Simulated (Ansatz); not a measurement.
Abridged Ansatz (a program for electronic structure) output:

```
Pseudopotential: W, paw, valence charge 14
Pseudopotential: C, paw, valence charge 4
Crystal: 6 atoms, lattice volume = 73.741 Å³
Basis set: ecut = 420 eV, 1429 PW (Γ), exchange–correlation on 64×72×48 points (8 copies of the dense FFT grid, shifted against one another)
Bands: 38, of which v1, the nominal top of the filled ones, is band 32 counted from 1 (31 counted from 0)
Symmetry: 8 space group operations
k-points: 240 of 1350
Functional: x = pbesol(κ = 0.804, μ = 0.12345679012345678), c = pbesol(β = 0.046)
SCF iter   1: F=—  HF=-41520.184842 eV  |F-HF|=—  |Δ(HF+E_count)|=         —  Δρ=8.82e-3  dr2=4.10e-2  ethr=1.77e-3  ⟨swp⟩=5.9  Hψ=36184  notcnv=0
SCF iter   2: F=—  HF=-41520.176995 eV  |F-HF|=—  |Δ(HF+E_count)|=   7.85e-3  Δρ=4.31e-3  dr2=7.40e-3  ethr=6.40e-5  ⟨swp⟩=2.0  Hψ=12721  notcnv=0  defer=2
SCF 1 converged in 8 iterations: F = -41520.175847 eV  dr2 = 2.93e-11
SCF converged after 8 iterations
Free energy (F): -41520.175847 eV
Internal energy: -41520.152830 eV  (E = F + TS)
E sigma→0 (E₀):  -41520.164338 eV
Entropy (-TS):   -0.023017 eV (-3.836 meV/atom)
Fermi energy:    21.797185 eV
--- Forces (eV/Å), atoms counted from 1 ---
  atom   1  W      0.00033147     0.00004336     0.00000000
  atom   2  W     -0.00033147    -0.00004336    -0.00000000
  atom   3  W      0.00033147    -0.00004336     0.00000000
  atom   4  W     -0.00033147     0.00004336    -0.00000000
  atom   5  C     -0.00000000     0.00000000     0.00000000
  atom   6  C      0.00000000     0.00000000    -0.00000000
--- Stress (GPa, compression-positive) ---
       -0.001434       0.000000       0.000000
        0.000000       0.000016      -0.000000
        0.000000      -0.000000      -0.001547
  P = ⅓ Tr σ = -0.0010 GPa (-0.010 kbar)
```

### Question
What was computed, and what are the main results?

### Answer
W2C, 6 atoms in the cell, with PBEsol in Ansatz (plane waves to 420 eV, PAW, no SOC). The last SCF converged to F = -41520.175847 eV, or -6920.0293 eV per atom, at a pressure of 0.00 GPa. The total energy compares only with runs of the same code, potentials and settings.

Whether these cells are dynamically stable was not tested. The final runs are not spin-polarised. The cell is W2C (space group Pnnm, No. 58; a cell from a computed database, its experimental status unchecked).
